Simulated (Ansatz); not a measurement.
## What isotropic strain +1.20 % does to CsSnI3

Consider CsSnI3 in the cubic perovskite structure (space group Pm-3m, No. 221; a = 6.131 Å).

The change: an isotropic linear strain of +1.20 %, atoms relaxed at fixed cell.

Calculations: PBEsol (Ansatz, a first-principles code, PAW, scalar-relativistic without spin-orbit coupling). Settings: 8×8×8 k-points, 0.05 eV Fermi–Dirac smearing.

| quantity | base | changed | shift |
|---|---|---|---|
| volume per atom | 46.08 Å³ | 47.76 Å³ | +1.68 Å³ |
| space group | Pm-3m (No. 221) | Pm-3m (No. 221) | – |
| shortest interatomic distance | 3.065 Å | 3.102 Å | +0.037 Å |
| energy relative to the base (free energy F) | 0 meV/atom | +3.2 meV/atom | +3.2 meV/atom |
| band gap | 0.10 eV | 0.26 eV | +0.16 eV |
| gap character | direct at R | direct at R | – |
| mean gap deformation potential ΔEg/Δln V | – | +4.6 eV | – |
| width of the top valence band | 2.44 eV | 2.21 eV | -0.23 eV |

With I present, leaving out spin-orbit coupling can change the band edges. Whether these cells are dynamically stable was not tested. Many cubic perovskites are stable only at high temperature; tilts and polar distortions were not tested. The zero or small gap of CsSnI3 can change with the level of theory.
